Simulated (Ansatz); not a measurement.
Take VO2 in the rutile structure (space group P4_2/mnm, No. 136; a = 4.537 Å, c = 2.803 Å; ferromagnetic) as the base.

The values are results of Ansatz (an electronic-structure program) PBEsol, no spin-orbit coupling, earlier PAW set, not measurements.

Before the change:

The c/a ratio comes out as 0.618. The largest site moment is 0.79 μB and the density is 4.77 g/cm³.

Modification: every V is replaced by Tl; the structure is relaxed again.

Question: Predict the new c/a ratio, largest site moment and density.

Answer: The c/a ratio goes up by 0.062 (0.618 → 0.680); the largest site moment falls by 0.34 μB (0.79 μB → 0.45 μB); the density grows by 4.14 g/cm³, from 4.77 g/cm³ to 8.91 g/cm³.

Other magnetic orders, which the real material may have, were not ruled out. Stability against distortions was not tested. As relaxed here, TlO2 is a hypothetical phase, not in the database extracts checked. No Hubbard U is applied, and correlation can decide whether such a compound is a metal.
